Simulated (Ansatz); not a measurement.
Reference: La₃AlN (Pm-3m), PBEsol, DFPT electron-phonon coupling, linearised Boltzmann equation (plane waves, PAW, scalar-relativistic; Ansatz, a first-principles code); geometry: relaxed with this functional, without spin-orbit coupling.

```
AlLa3N
1.0
    5.02500     0.00000     0.00000
    0.00000     5.02500     0.00000
    0.00000     0.00000     5.02500
La Al N
3 1 1
Cartesian
  2.51250   2.51250   0.00000
  0.00000   2.51250   2.51250
  2.51250   0.00000   2.51250
  0.00000   0.00000   0.00000
  2.51250   2.51250   2.51250
```

- resistivity at 300 K: 33 μΩ·cm

### Question
Swap Al for In, keeping the structure type. How do these values move?

### Answer
La$_{3}$InN (Pm-3m): volume per atom 25.4 to 26.0 Å³; resistivity at 300 K stays about the same (33 μΩ·cm to 33 μΩ·cm).

Moves up to 5 % count as about the same. Metals; harmonic phonons alone scatter; means over directions. Halving the electron mesh moves these values by up to 2 %; q meshes are mostly untested. Spin-orbit coupling is left out.

Formula and space group known from diffraction (Crystallography Open Database), not checked to be the room-temperature form: La3InN (Pm-3m). Computed structure with no diffraction record at hand here (it may be known, metastable or hypothetical): La3AlN (Pm-3m).
